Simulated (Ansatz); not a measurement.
We consider rutile IrO₂, described by PBEsol in Ansatz (PAW).

A relaxed, unreconstructed slab of the (100) face has 18 atoms, two equal faces of 14.103 Å² each and an energy of -77505.6412 eV. A bulk cell of 6 atoms with the same orientation and in-plane k mesh has -25836.5412 eV. Energies are extrapolated to zero smearing.

Settings: plane-wave cutoff 500 eV, 10×14×1 k mesh (along the axes of the cell as run), Fermi–Dirac smearing 0.05 eV, scalar-relativistic PAW data made under PBE.

Worked out: γ = (E_slab − N E_bulk per atom)/2A = [-77505.6412 − 18 × (-25836.5412/6)]/(2 × 14.103) = 0.1412 eV/Å². With 16.022 J/m² per eV/Å² this is 2.26 J/m², or 1.99 eV per surface cell and face.

Ansatz is an electronic-structure program.
